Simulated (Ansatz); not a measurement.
Results of RPBE in Ansatz (plane waves, PAW) for L1₂ (Cu3Au-type) Ni3Fe.

The input as run:

Ansatz 0.2 input:
```yaml
crystal:
  lattice:
    - [-3.545, 0.0, 0.0]
    - [0.0, -3.545, 0.0]
    - [0.0, 0.0, -3.545]
  atoms:
    - { symbol: Fe, position: [0.0, 0.0, 0.0], spin: 3.0 }
    - { symbol: Ni, position: [0.0, 0.5, 0.5], spin: 0.7 }
    - { symbol: Ni, position: [0.5, 0.0, 0.5], spin: 0.7 }
    - { symbol: Ni, position: [0.5, 0.5, 0.0], spin: 0.7 }
basis:
  ecutwfc: 520
  ecutrho_ratio: 4
  xc_grid: 2
kpoints:
  mp_grid: { grid: [16, 16, 16] }
hamiltonian:
  xc: rpbe
  dispersion: none
  pseudopotentials: { kind: paw }
scf:
  occupations: { method: fermi_dirac, width: 0.05 }
  convergence: { dr2_threshold: 0.0000000004 }
output:
  forces: true
  stress: true
  eigenvalues: true
magnetization:
  spin_polarized: true
```

**Question.** How many irreducible k-points, plane waves at Γ does the program set up, and what pressure does the run end with?

**Answer.** 165 irreducible k-points, 1213 plane waves at Γ; P = 5.46 GPa, so the cell is compressed on average and its volume would grow at this level.

From the output:

```
Crystal: 4 atoms, lattice volume = 44.550 Å³
Basis set: ecut = 520 eV, 1213 PW (Γ), exchange–correlation on 54×54×54 points (8 copies of the dense FFT grid, shifted against one another)
Bands: 46, of which v1, the nominal top of the filled ones, is band 35 counted from 1 (34 counted from 0)
Symmetry: 48 space group operations
Space group: Pm-3m (ITA 221), of the structure as read, at distance tolerance 3.5e-5 Å
k-points: 165 of 4096
Initial density: superposition of atomic densities (chi_scale 0.1, normalization cell)
Functional: x = rpbe, c = pbe(β = 0.06672455060314922)
spin=Collinear: Kerker preconditioning applied to the charge; magnetization (m = ρ↑ − ρ↓) channel mixes plain (no charge-response kernel on spin).
SCF 1 converged in 16 iterations: F = -22019.879919 eV  dr2 = 2.19e-11
SCF converged after 16 iterations
Magnetization: 4.8695 μB (37.4347 up, 32.5653 down)
Free energy (F): -22019.879919 eV
Internal energy: -22019.855360 eV  (E = F + TS)
E sigma→0 (E₀):  -22019.867639 eV
Fermi energy:    18.420226 eV
--- Forces (eV/Å), atoms counted from 1 ---
  atom   1  Fe     0.00000000    -0.00000000    -0.00000000
  atom   2  Ni    -0.00000000     0.00000000     0.00000000
  atom   3  Ni    -0.00000000     0.00000000     0.00000000
  atom   4  Ni    -0.00000000     0.00000000     0.00000000
--- Stress (GPa, compression-positive) ---
        5.457323      -0.000000       0.000000
        0.000000       5.457323       0.000000
        0.000000       0.000000       5.457323
  P = ⅓ Tr σ = 5.4573 GPa (54.573 kbar)
```

The PAW data were made under PBE.

Note: cell and atoms aren't relaxed at this level (pressure 5.5 GPa).

Ansatz is a program for electronic structure.
